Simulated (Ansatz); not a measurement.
The reference is Rb₂LiTlBr₆ (space group Fm-3m, No. 225; a = 10.814 Å; a cell from a computed database, its experimental status unchecked). Axes: x, y, z lie along the cube axes.

Calculations: Ansatz (a quantum-chemistry and plane-wave program), PBEsol, PAW, cutoff 420 eV, no SOC, earlier PAW set.

Now apply this change: the cell is compressed by 1.49 % along z with no lateral relaxation, atoms relaxed at fixed cell.

Q: Predict the stress tensor and what it implies for the stiffness.

A: Stress of the strained cell less that of the base (GPa, compression positive):
```
   0.20    0.00    0.00
   0.00    0.20    0.00
   0.00    0.00    0.57
```

Then −Δσ_ii/ε with ε = -0.0149 gives secant stiffness values (nonlinear terms included at this strain): C33 ≈ 38 GPa.

No phonon test of stability was made.
